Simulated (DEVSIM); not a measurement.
Device: Si/Ge p-n heterojunction, at 350 K.

Layer 1 from the left is Si, thickness (μm) 0.200, Na (cm⁻³) 1.3e18, τn (s) 7.2e-5, τp (s) 7.2e-5. Layer 2 from the left is Ge, thickness (μm) 2.30, Nd (cm⁻³) 1.5e17, τn (s) 7.2e-5, τp (s) 7.2e-5.

Left contact: ohmic. Right contact: ohmic. Voltage is applied to the left contact. Recombination: SRH at mid-gap. Mobility is μmin + (μ − μmin)/(1 + (N/Nref)^α).

Constants are typed, rounded textbook-type inputs, not results; the design itself was drawn at random and stands for no fabricated device. Values at 300 K; Nc and Nv go as T^1.5, mobilities as T to minus their exponent, the gap by Varshni's rule with the affinity fixed.

Si: gap (eV) 1.124, affinity (eV) 4.05, permittivity 11.7, Nc (cm⁻³) 2.86e19, Nv (cm⁻³) 3.1e19, μn (cm²/Vs) 1417, μp (cm²/Vs) 470, μn,min 52, μp,min 45, Nref,n 9.7e16, Nref,p 2.2e17, αn 0.68, αp 0.72, T exponent of μn 2.3, T exponent of μp 2.2, Varshni α (eV/K) 0.000473, Varshni β (K) 636. Ge: gap (eV) 0.664, affinity (eV) 4, permittivity 16, Nc (cm⁻³) 1.04e19, Nv (cm⁻³) 6e18, μn (cm²/Vs) 3900, μp (cm²/Vs) 1900, μn,min 150, μp,min 100, Nref,n 2.6e17, Nref,p 4e17, αn 0.56, αp 0.6, T exponent of μn 1.66, T exponent of μp 2.33, Varshni α (eV/K) 0.000477, Varshni β (K) 235.

DEVSIM, 1D drift-diffusion, Boltzmann statistics, complete ionisation; no tunnelling, impact ionisation, image-force lowering or self-heating. Band offsets follow the typed affinities; no thermionic-emission limit at abrupt steps, no polarisation charge.

Problem. What does the simulation give for the dark forward voltage at 100 A/cm², the potential step across the device at zero bias, the dark forward voltage at 1 A/cm², the largest field in the device at zero bias?

Solution. dark forward voltage at 100 A/cm² 0.365 V; potential step across the device at zero bias 0.923 V; dark forward voltage at 1 A/cm² 0.154 V; largest field in the device at zero bias 390000 V/cm.
